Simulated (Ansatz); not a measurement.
The starting structures come from a database of crystals and need not be the phases stable at ambient conditions.

 Where the default PAW files enter, the runs use the earlier of Ansatz's two default sets.

Tunnelling through a barrier is set by its complex band structure: the current falls as exp(−2κd) with the smallest κ.

Input:

```
CELL_PARAMETERS angstrom
      6.01086     0.00000     0.00000
     -3.00543     5.20556     0.00000
      3.00543     1.73519     4.90785
ATOMIC_POSITIONS crystal
  Ba 0.50000 0.25000 0.25000
  Ba 0.50000 0.75000 0.75000
  Ca 0.00000 0.00000 0.00000
  Mo 0.00000 0.50000 0.50000
  O  0.54048 0.27024 0.72976
  O  0.45952 0.72976 0.27024
  O  0.00000 0.27024 0.72976
  O  0.00000 0.72976 0.27024
  O  0.00000 0.72976 0.72976
  O  0.00000 0.27024 0.27024
```

Space group of this cell: Fm-3m. The cell is taken as given; by r2SCAN its mean pressure is -5.9 GPa.

Transport runs along the normal of the first two printed cell vectors, the (111) plane of the conventional cell.

The gap is the functional's own. No spin-orbit coupling. Mid-gap values are interpolated on the energy grid.

State the band gap and the smallest decay constant κ at mid-gap according to Ansatz (a quantum-chemistry and plane-wave program) with r2SCAN.

Gap 2.33 eV on a 8×8×8 mesh; κ = 0.378 1/Å, at the zone centre.
